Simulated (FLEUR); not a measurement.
Band structure of ScAl3 (Pm-3m, 4 atoms in the cell).

```xyz
4
Lattice="3.9979 0.0000 0.0000 0.0000 3.9979 0.0000 0.0000 0.0000 3.9979" Properties=species:S:1:pos:R:3 pbc="T T T"
Sc     0.0000     0.0000     0.0000
Al     1.9989     0.0000     1.9989
Al     0.0000     1.9989     1.9989
Al     1.9989     1.9989     0.0000
```

Computed with PBE, all-electron FLAPW (FLEUR), scalar-relativistic valence in FLEUR.

Settings: Kmax = 4.1 1/bohr; GmaxXC = 16.4 1/bohr; xcFunctional = pbe; jspins = 1; l_soc = F; mode = hist; fermiSmearingEnergy = 0.00367493 Htr; mesh (inpgen div1-3) = 7 7 7; inpgen gamma flag = false; Gmax = 16.4 1/bohr; numbands = 0; maxIterBroyd = 15; imix = Anderson; alpha = 0.05.

The starting cell comes from a database of computed structures (which also holds hypothetical and non-ambient phases and stackings), without a prior relaxation at this level. Its lattice was rescaled by a random factor within 2.5 % of one. Values depend on the basis (sphere radii, cutoffs, local orbitals), which need not be converged.

Levels in eV from the Fermi level, bands 7 to 14:
```json
[
 {"point": "Γ", "7": "-2.64", "8": "-1.78", "9": "-1.78", "10": "-1.78", "11": "1.33", "12": "1.39", "13": "1.39", "14": "1.39"},
 {"point": "X", "7": "-1.75", "8": "-1.75", "9": "-1.55", "10": "1.17", "11": "1.17", "12": "1.31", "13": "1.43", "14": "1.77"},
 {"point": "M", "7": "-5.67", "8": "-4.45", "9": "-0.52", "10": "-0.52", "11": "1.29", "12": "1.52", "13": "2.29", "14": "2.74"},
 {"point": "R", "7": "-4.84", "8": "-4.64", "9": "-2.96", "10": "-2.96", "11": "-2.96", "12": "1.20", "13": "2.85", "14": "2.85"}
]
```
